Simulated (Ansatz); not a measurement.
# KZnF3: biaxial strain −2.00 %, plane normal [111], relaxed out of plane

The reference is KZnF$_{3}$ in the cubic perovskite structure (space group Pm-3m, No. 221; a = 4.052 Å). Axes: x, y, z lie along the cube axes.

It is then changed as follows: compressive biaxial strain of 2.00 % in the plane normal to [111], as in epitaxy on a mismatched substrate; the out-of-plane cell vector and the atoms relax.

Level of theory: PBEsol (Ansatz, a quantum-chemistry and plane-wave program; PAW; 420 eV plane waves; no spin-orbit coupling). Γ-centred 8×8×8 mesh, Fermi–Dirac width 0.05 eV.

| quantity | base | changed | shift |
|---|---|---|---|
| volume per atom | 13.31 Å³ | 13.03 Å³ | -0.28 Å³ |
| space group | Pm-3m (No. 221) | R-3m (No. 166) | – |
| shortest interatomic distance | 2.026 Å | 2.013 Å | -0.0136 Å |
| energy relative to the base (free energy F) | 0 meV/atom | +4.4 meV/atom | +4.4 meV/atom |
| pressure (mean of the normal stresses, compression positive) | 0.01 GPa | 1.80 GPa | +1.79 GPa |
| band gap | 3.71 eV | 3.76 eV | +0.05 eV |
| gap character | – | indirect, T → Γ | – |
| smallest direct gap | 5.52 eV | 5.62 eV | +0.10 eV |
| electron mass | 0.44 mₑ (at Γ) | 0.44 mₑ (at Γ) | – |
| out-of-plane strain | – | +1.93 % | – |
| ratio −ε⊥/ε∥ | – | 0.97 | – |
| mean in-plane stress (compression positive) | – | +2.7 GPa | – |

Cost of the whole job for the changed cell (relaxation, final SCF and bands): about 40 core-seconds (a rough figure).

Masses are band curvatures over ±0.01 Å⁻¹ around the edge. Whether these cells are dynamically stable was not tested. Many cubic perovskites are stable only at high temperature; tilts and polar distortions were not tested. k-point labels follow each cell's own Brillouin zone.
